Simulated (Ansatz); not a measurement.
Si, response to strain

The reference is Si in the diamond structure (space group Fd-3m, No. 227; a = 5.4443 Å). Axes: x, y, z lie along the cube axes.

Strains are applied to the cell and any free atomic positions relax; under biaxial strain the out-of-plane vector relaxes too.

Calculations: Kohn–Sham DFT with the r2SCAN functional, run in Ansatz (a program for electronic structure) with PAW and 500 eV plane waves, no spin-orbit coupling.

```json
[
 {"case": "base", "volume per atom": "20.17 Å³", "electron mass": "0.91 mₑ along k, 0.19 mₑ across (off the special points)"},
 {"case": "biaxial strain −3.00 %, plane normal [001], relaxed out of plane", "volume per atom": "19.39 Å³", "electron mass": "0.89 mₑ along k, 0.19 mₑ across (off the special points)"},
 {"case": "biaxial strain −2.50 %, plane normal [001], relaxed out of plane", "volume per atom": "19.53 Å³", "electron mass": "0.89 mₑ along k, 0.19 mₑ across (off the special points)"},
 {"case": "biaxial strain −2.00 %, plane normal [001], relaxed out of plane", "volume per atom": "19.66 Å³", "electron mass": "0.90 mₑ along k, 0.19 mₑ across (off the special points)"},
 {"case": "biaxial strain −1.50 %, plane normal [001], relaxed out of plane", "volume per atom": "19.79 Å³", "electron mass": "0.90 mₑ along k, 0.19 mₑ across (off the special points)"},
 {"case": "biaxial strain −1.00 %, plane normal [001], relaxed out of plane", "volume per atom": "19.91 Å³", "electron mass": "0.90 mₑ along k, 0.19 mₑ across (off the special points)"},
 {"case": "biaxial strain −0.50 %, plane normal [001], relaxed out of plane", "volume per atom": "20.04 Å³", "electron mass": "0.91 mₑ along k, 0.19 mₑ across (off the special points)"}
]
```

The levels and masses belong to the bands next to the band gap. Masses are band curvatures over ±0.01 Å⁻¹ around the edge. Along k means along the line from Γ to the band edge. Stability against distortions was not tested. k-point labels follow each cell's own Brillouin zone.
